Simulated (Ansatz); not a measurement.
Start from Tl in the hcp (Mg type) structure (space group P6_3/mmc, No. 194; a = 3.458 Å, c = 5.523 Å).

Calculations: Ansatz (an electronic-structure program) PBEsol, no SOC.

For the base:

Lattice parameter a: 3.458 Å
c/a ratio: 1.597

Modification: Pb takes the place of Tl on all its sites; the structure is relaxed again.

Tabulated Pauling electronegativity and covalent radius: Tl 1.62, 1.45 Å; Pb 2.33, 1.46 Å.

Q: Estimate the effect on the lattice parameter a.

A: The lattice parameter a grows by 0.014 Å to 3.472 Å.

Q: What happens to the c/a ratio?

A: The c/a ratio increases by 0.053 to 1.650.

No phonon test of stability was made. This is not the structure that Pb has at room temperature and ambient pressure.
